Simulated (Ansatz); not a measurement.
The starting structures come from a database of crystals and need not be the phases stable at ambient conditions.

Inside the gap of an insulator the Bloch states are evanescent, with a wavenumber k + iκ along the transport direction.

Input:

```yaml
crystal:
  lattice:
    - [5.13670, 0.00000, 0.00000]
    - [0.00000, 5.13670, 0.00000]
    - [0.00000, 0.00000, 8.36776]
  atoms:
    - { symbol: Sn, position: [0.98842, 0.98842, 0.50000] }
    - { symbol: Sn, position: [0.51158, 0.48842, 0.75000] }
    - { symbol: Sn, position: [0.01158, 0.01158, 0.00000] }
    - { symbol: Sn, position: [0.48842, 0.51158, 0.25000] }
    - { symbol: F, position: [0.25356, 0.13882, 0.32699] }
    - { symbol: F, position: [0.36118, 0.75356, 0.57699] }
    - { symbol: F, position: [0.74644, 0.86118, 0.82699] }
    - { symbol: F, position: [0.63882, 0.24644, 0.07699] }
    - { symbol: F, position: [0.75356, 0.36118, 0.42301] }
    - { symbol: F, position: [0.86118, 0.74644, 0.17301] }
    - { symbol: F, position: [0.24644, 0.63882, 0.92301] }
    - { symbol: F, position: [0.13882, 0.25356, 0.67301] }
```

The cell was relaxed by PBE-D3(BJ); by r2SCAN it stands under a pressure of -2.3 GPa.

Transport runs along the normal of the first two printed cell vectors, the (001) plane of the conventional cell.

The gap is the functional's own, uncorrected, and κ follows it; spin-orbit coupling is left out. Mid-gap means the computed energy nearest the middle.

Problem. State the band gap and the smallest decay constant κ at mid-gap according to r2SCAN (Ansatz, a first-principles code).

Solution. Gap 3.65 eV on a 6×6×4 mesh; κ = 0.538 1/Å, at (0.500, 0.000) of the in-plane reciprocal vectors. At the zone centre the slowest state has κ = 0.56 1/Å.
